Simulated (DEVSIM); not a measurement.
Device: Cr/Al2O3/n-Ge capacitor, at 300 K.

| layer (left to right) | material | thickness (nm) | Nd (cm⁻³) |
|---|---|---|---|
| 1 | Al2O3 | 4.20 | - |
| 2 | Ge | 2900 | 8.4e15 |

Metal gate on the left, work function 4.5 eV. Fixed charge at the semiconductor interface 1.9e11 cm⁻² (in units of +e); no interface traps.

The device is made up for the run: typed textbook-type constants, with dimensions and the other settings drawn at random. Values at 300 K.

```tsv
parameter	Al2O3	Ge
gap (eV)	6.8	0.664
affinity (eV)	1.35	4
permittivity	9	16
Nc (cm⁻³)	-	1.04e19
Nv (cm⁻³)	-	6e18
```

Simulated with DEVSIM: 1D Poisson equation in equilibrium, Boltzmann statistics, complete ionisation; no quantum confinement or tunnelling. Metal contacts follow the ideal Schottky-Mott rule: no Fermi-level pinning, no interface dipoles.

Task: Give the band bending (positive: bands bend down) and minority sheet density.

Result: 
| Vg (V) | ψs (V) | minority carriers (cm⁻²) |
|---|---|---|
| -0.3 | -0.474 | 1.3e12 |
| -0.15 | -0.409 | 2.5e11 |
| 0 | -0.283 | 3.7e9 |
| 0.15 | -0.139 | < 1e8 |
| 0.3 | 0.000 | < 1e8 |
| 0.45 | 0.109 | < 1e8 |
| 0.6 | 0.167 | < 1e8 |
